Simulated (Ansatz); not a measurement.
CoSi2, pressure series

Start from CoSi$_{2}$ (space group Fm-3m, No. 225; a = 5.360 Å; non-magnetic).

Cell and atoms are relaxed at each pressure.

Calculations: PBE in Ansatz (plane waves to 420 eV, PAW, without spin-orbit coupling), earlier PAW set.

Notes on the quantities. enthalpy: H = E + PV relative to the base's energy.

| change | shortest interatomic distance | enthalpy | density |
|---|---|---|---|
| base | 2.321 Å | – | 4.96 g/cm³ |
| pressure −2 GPa | ? | -0.16 eV/atom | ? |
| pressure −1 GPa | 2.325 Å | -0.08 eV/atom | 4.94 g/cm³ |
| pressure 1.8 GPa | 2.313 Å | +0.14 eV/atom | 5.01 g/cm³ |
| pressure 4.2 GPa | 2.304 Å | +0.33 eV/atom | 5.08 g/cm³ |
| pressure 9 GPa | 2.286 Å | +0.70 eV/atom | 5.19 g/cm³ |
| pressure 18 GPa | 2.258 Å | +1.38 eV/atom | 5.39 g/cm³ |
| pressure 30 GPa | 2.226 Å | +2.25 eV/atom | 5.63 g/cm³ |
| pressure 45 GPa | 2.192 Å | +3.28 eV/atom | 5.89 g/cm³ |
| pressure 60 GPa | 2.164 Å | +4.27 eV/atom | 6.12 g/cm³ |

### Question
Fill in the withheld entries from the trend.

### Answer

- pressure −2 GPa, shortest interatomic distance: 2.330 Å
- pressure −2 GPa, density: 4.91 g/cm³

Load acts through the strain it causes; cell and atoms are relaxed under it. Whether these cells are dynamically stable was not tested. No other phases were tried under pressure. Seeded moments were not kept for the base. The final runs are not spin-polarised. An odd electron count without spin: CoSi2.

Ansatz is an electronic-structure program.
